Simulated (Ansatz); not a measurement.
Level of theory: PBE (plane waves to 420 eV, PAW; Ansatz, a first-principles code).

Planar average of the electrostatic potential across the slab, in eV from the Fermi level, for Ag on the 1x1 (0001) surface of hcp Co, ferromagnetic, one in a 2x2 cell, started at the site 'hollow Co-Co-Co':

| z (Å) | V (eV) |
|---|---|
| 5.38 | 4.96 |
| 5.67 | 4.96 |
| 5.95 | 4.96 |
| 6.23 | 4.96 |
| 6.52 | 4.95 |
| 6.80 | 4.94 |
| 7.08 | 4.91 |
| 7.37 | 4.85 |
| 7.65 | 4.73 |
| 7.93 | 4.49 |
| 8.22 | 3.99 |
| 8.50 | 2.98 |
| 8.78 | 0.87 |
| 9.07 | -4.86 |
| 9.35 | -13.72 |
| 9.63 | -19.74 |
| 9.92 | -19.45 |
| 10.20 | -13.07 |
| 10.48 | -4.76 |
| 10.77 | -1.56 |
| 11.05 | -6.25 |
| 11.33 | -14.77 |
| 11.62 | -20.18 |
| 11.90 | -19.15 |
| 12.18 | -12.21 |
| 12.47 | -3.81 |
| 12.75 | -0.56 |
| 13.03 | -3.89 |
| 13.32 | -12.30 |
| 13.60 | -19.19 |
| 13.88 | -20.14 |
| 14.17 | -14.66 |
| 14.45 | -6.13 |
| 14.73 | -1.49 |
| 15.02 | -4.65 |
| 15.30 | -12.95 |
| 15.58 | -19.40 |
| 15.87 | -19.82 |
| 16.15 | -13.94 |
| 16.43 | -5.13 |
| 16.72 | 0.44 |
| 17.00 | 1.69 |
| 17.28 | 0.89 |
| 17.57 | -0.42 |
| 17.85 | -1.20 |
| 18.13 | -1.05 |
| 18.42 | 0.04 |
| 18.70 | 1.60 |
| 18.98 | 2.77 |
| 19.27 | 3.21 |
| 19.55 | 3.40 |
| 19.83 | 3.50 |
| 20.12 | 3.54 |
| 20.40 | 3.57 |
| 20.68 | 3.58 |
| 20.97 | 3.58 |
| 21.25 | 3.59 |
| 21.53 | 3.59 |
| 21.82 | 3.59 |
| 22.10 | 3.59 |
| 22.38 | 3.59 |

Set-up: 17 atoms, 6.0 Å thick at the start under the adsorbate (thin: gaps and levels are the slab's own); mesh 7x7x1; 0.1 eV smearing; dipole correction on; 8 atoms held, the rest relaxed; start symmetry kept, larger cells not searched; spin-polarised, no spin-orbit, no U, no dispersion correction. At the end it is bonded to 3 Co. In PBE it is, or lies within 0.03 eV of, the lowest of the starts that converged.

Task: The surface cell has an area of 21.53 Å². What dipole along the normal does the step between the two vacuum levels imply?

Result: the top vacuum level lies 1.37 eV below the bottom one; p = −ε₀ A ΔV (ε₀ = 0.005526 e/(V·Å)) gives 0.16 e·Å a cell.
